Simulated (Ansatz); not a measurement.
# Several settings converged on Pt3Pb (Pm-3m, 4 atoms in the cell)

```
Pt3Pb
1.0
    4.12023     0.00000     0.00000
    0.00000     4.12023     0.00000
    0.00000     0.00000     4.12023
Pt Pb
3 1
Cartesian
  2.06011   0.00000   2.06011
  0.00000   2.06011   2.06011
  2.06011   2.06011   0.00000
  0.00000   0.00000   0.00000
```

Base method: LDA (PW92), default PAW files made with PBE (plane waves; Ansatz, a program for electronic structure).

Base settings: basis.ecutwfc = 420 eV; kpoints.mp_grid.grid = 8 8 8; hamiltonian.xc = lda; hamiltonian.pseudopotentials = {kind: paw} (the program's default PAW files); scf.occupations.method = fermi_dirac; scf.occupations.width = 0.1 eV.

Core times come from one kind of shared machine, to one figure; runs under 30 s give none.

**Zone-centre phonons against the cutoff**

In this ladder: phonons.method = dfpt.

The mesh stays at the base's, so the ladder's end is converged at best in this setting alone.

Frequencies are those of the unrelaxed cell, without the LO-TO term of polar crystals.

Only quantities that move along the ladder and can be compared are tabulated.

```tsv
basis.ecutwfc	highest zone-centre frequency (cm⁻¹)	lowest optical frequency (cm⁻¹)
210 eV	95.8	8.4
250 eV	162.8	87.9
295 eV	134.3	68.2
355 eV	133.8	67.2
420 eV	134.0	67.5
505 eV	134.0	67.5
630 eV	134.0	67.5
```

Coarsest basis.ecutwfc that holds the lowest optical frequency within 2 cm⁻¹ of the last step, with all finer ones: 295 eV; the step before is off by 20 cm⁻¹.

Coarsest basis.ecutwfc that holds the highest zone-centre frequency within 5 cm⁻¹ of the last step, with all finer ones: 295 eV; the step before is off by 29 cm⁻¹.

**Zone-centre phonons against the mesh**

In this ladder: phonons.method = dfpt.

Frequencies are those of the unrelaxed cell, without the LO-TO term of polar crystals.

Only quantities that move along the ladder and can be compared are tabulated.

```csv
kpoints.mp_grid.grid,highest zone-centre frequency (cm⁻¹),lowest optical frequency (cm⁻¹),core time / last (rough)
2 2 2,153.9,81.1,–
3 3 3,131.9,64.0,–
4 4 4,135.0,69.0,–
5 5 5,135.2,69.1,–
6 6 6,133.9,67.3,0.07
10 10 10,134.1,67.7,0.2
12 12 12,134.0,67.6,0.7
15 15 15,134.1,67.6,1
```

Coarsest kpoints.mp_grid.grid that holds the highest zone-centre frequency within 2 cm⁻¹ of the last step, with all finer ones: 4 4 4; the step before is off by 2.2 cm⁻¹.

Coarsest kpoints.mp_grid.grid that holds the lowest optical frequency within 2 cm⁻¹ of the last step, with all finer ones: 4 4 4; the step before is off by 3.6 cm⁻¹.

On the base run: the starting cell comes from a database of computed structures (which also holds hypothetical and non-ambient phases and stackings), without a prior relaxation at this level. Its lattice was rescaled by up to half a per cent. Spin polarisation is off. In the base run, with a pressure of about -11 GPa the cell is away from its equilibrium volume at this level.

Left out of this page: 1 run of the series stopped by limits of time or memory.

Keys are those of Ansatz 0.2.
